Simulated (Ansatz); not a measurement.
## GaN (model structure, started from the BeO type, P4₂/mnm, No. 136, 8 atoms in the cell)

Method: r²SCAN+rVV10 in Ansatz (plane waves, PAW).

Settings: plane-wave cutoff 560 eV, 6×6×10 k mesh (along the axes of the cell as run), Fermi–Dirac smearing 0.01 eV, scalar-relativistic PAW data made under PBE.

Cell (relaxed at this level):

GaN is taken in the tetragonal space group P4₂/mnm (No. 136), Pearson symbol tP8. Conventional cell: a = b = 5.454 Å, c = 3.179 Å, α = β = γ = 90.00°. Ga on 4g is surrounded by 4 N at 1.912–1.975 Å. N on 4f has 4 Ga at 1.912–1.975 Å. (Neighbours: up to the widest gap in distance over summed covalent radii, below 1.35, at either atom; cation-cation and far metal-metal contacts left out.)

band gap: 2.33 eV
smallest direct gap on the k points sampled: 2.34 eV

Note: the relaxation could raise the start's symmetry but not lower it, so the cell can be a saddle point.

Spin–orbit coupling is not included.

The computed numbers hold no vibrational or temperature effects.

The result took about 70 core-seconds (a rough figure).

A model structure was made by putting elements into a prototype or built by hand; it is no filed structure, need not be a known phase, and can be a saddle point held by its symmetry.

Ansatz is a program for electronic structure.
